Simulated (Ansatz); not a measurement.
The reference is BeSe in the zinc blende structure (space group F-43m, No. 216; a = 5.129 Å).

Calculations: Kohn–Sham DFT with the PBEsol functional, run in Ansatz (a first-principles code) with PAW and 420 eV plane waves, no SOC.

Strains are applied to the cell and any free atomic positions relax.

One change was made to it. Results:

```csv
quantity,base,after
energy relative to the base (free energy F),0 meV/atom,+0.9 meV/atom
"hole mass (degenerate bands, along [100])","0.23, 0.46, 0.46 mₑ (at Γ)","0.24, 0.45, 0.45 mₑ (at Γ)"
pressure,0.00 GPa,1.23 GPa
gap character,"indirect, Γ → X","indirect, Γ → X"
electron mass,"0.84 mₑ along k, 0.26 mₑ across (at X)","0.83 mₑ along k, 0.26 mₑ across (at X)"
```

Which of these changes matches the shifts?
(A) isotropic strain +3.00 %
(B) isotropic strain −1.50 %
(C) isotropic strain +2.00 %
(D) isotropic strain +0.50 %
(E) isotropic strain −0.50 %

E, isotropic strain −0.50 %. For comparison, the electron mass in the other runs: isotropic strain +2.00 % gives 0.87 mₑ along k, 0.27 mₑ across (at X); isotropic strain +3.00 % gives 0.89 mₑ along k, 0.28 mₑ across (at X); isotropic strain −1.50 % gives 0.82 mₑ along k, 0.25 mₑ across (at X); isotropic strain +0.50 % gives 0.85 mₑ along k, 0.26 mₑ across (at X).

Masses are band curvatures over ±0.01 Å⁻¹ around the edge. Along k means along the line from Γ to the band edge. No phonon test of stability was made.
